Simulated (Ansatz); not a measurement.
**fcc Ir (1 1 0) on ceria (1 1 0) (film strained to the substrate, started from cuts of the bulks and a machine-learned relaxation; slabs Ce8O16 and Ir16, which can lie off the formulas)**

A periodic stack without vacuum, fcc Ir (1 1 0) on ceria (1 1 0) (film strained to the substrate, started from cuts of the bulks and a machine-learned relaxation; slabs Ce8O16 and Ir16, which can lie off the formulas): substrate slab Ce8O16, film Ir16, surface cells [[0, -1], [1, -1]] and [[1, 0], [1, 2]], film strained by -0.2 and -0.2 %, outermost planes CeO/CeO and Ir/Ir as cut, which need not be the usual terminations and can put a slab off its formula.

The start was prepared with a machine-learned potential, and the result is one local minimum, with the in-plane cell held and forces under 0.04 eV/Å; the film can end far from its bulk form.

Level of theory: PBE (plane waves to 420 eV, PAW; Ansatz, a first-principles code). Spin–orbit coupling is left out; the runs are not spin-polarised; PBE gaps are too small against experiment; cerium has no Hubbard term. Its k-point mesh 8×5×1, Fermi–Dirac width 0.05 eV.

The interface area comes out as 21.1 Å² and the period comes out as 27.24 Å. The heights between the nearest atoms of the two slabs at the two interfaces is 2.05 and 2.05 Å, the Ce–Ir contacts across the interfaces within 1.22 times the sum of covalent radii comes out as 10, mean 3.28 Å and the Ir–O contacts across the interfaces within 1.22 times the sum of covalent radii is 4, mean 2.05 Å.

```yaml
crystal:
  lattice:
    - [3.86398, 0.00000, -0.00007]
    - [3.86398, 5.46435, 0.04316]
    - [-0.00053, 1.13747, 27.24567]
  atoms:
    - { symbol: Ce, position: [0.68610, 0.06384, 0.10670] }
    - { symbol: Ce, position: [0.66863, 0.58127, 0.03898] }
    - { symbol: Ce, position: [0.72259, 0.02739, 0.24886] }
    - { symbol: Ce, position: [0.70469, 0.54527, 0.17882] }
    - { symbol: Ce, position: [0.75809, 0.99192, 0.39032] }
    - { symbol: Ce, position: [0.74063, 0.50937, 0.32029] }
    - { symbol: Ce, position: [0.79281, 0.95727, 0.53017] }
    - { symbol: Ce, position: [0.77596, 0.47409, 0.46246] }
    - { symbol: O, position: [0.93591, 0.31406, 0.10612] }
    - { symbol: O, position: [0.41636, 0.33358, 0.03348] }
    - { symbol: O, position: [0.91665, 0.83327, 0.03336] }
    - { symbol: O, position: [0.43661, 0.81331, 0.10618] }
    - { symbol: O, position: [0.97233, 0.27766, 0.24894] }
    - { symbol: O, position: [0.45491, 0.29506, 0.17748] }
    - { symbol: O, position: [0.95432, 0.79563, 0.17753] }
    - { symbol: O, position: [0.47297, 0.77700, 0.24898] }
    - { symbol: O, position: [0.00826, 0.24175, 0.39164] }
    - { symbol: O, position: [0.49100, 0.25900, 0.32018] }
    - { symbol: O, position: [0.99038, 0.75962, 0.32022] }
    - { symbol: O, position: [0.50888, 0.74115, 0.39168] }
    - { symbol: O, position: [0.04403, 0.20602, 0.53571] }
    - { symbol: O, position: [0.52660, 0.22342, 0.46299] }
    - { symbol: O, position: [0.02592, 0.72414, 0.46303] }
    - { symbol: O, position: [0.54370, 0.70635, 0.53578] }
    - { symbol: Ir, position: [0.32416, 0.42582, 0.65817] }
    - { symbol: Ir, position: [0.82323, 0.92671, 0.65664] }
    - { symbol: Ir, position: [0.56430, 0.68588, 0.61107] }
    - { symbol: Ir, position: [0.06001, 0.18965, 0.61087] }
    - { symbol: Ir, position: [0.84834, 0.90156, 0.75924] }
    - { symbol: Ir, position: [0.34942, 0.40070, 0.75947] }
    - { symbol: Ir, position: [0.08696, 0.16311, 0.70821] }
    - { symbol: Ir, position: [0.58549, 0.66441, 0.70840] }
    - { symbol: Ir, position: [0.37322, 0.37673, 0.86096] }
    - { symbol: Ir, position: [0.87470, 0.87541, 0.86075] }
    - { symbol: Ir, position: [0.61199, 0.63814, 0.80992] }
    - { symbol: Ir, position: [0.11091, 0.13901, 0.80970] }
    - { symbol: Ir, position: [0.89596, 0.85390, 0.95810] }
    - { symbol: Ir, position: [0.40027, 0.35009, 0.95827] }
    - { symbol: Ir, position: [0.13621, 0.11384, 0.91098] }
    - { symbol: Ir, position: [0.63703, 0.61305, 0.91253] }
```
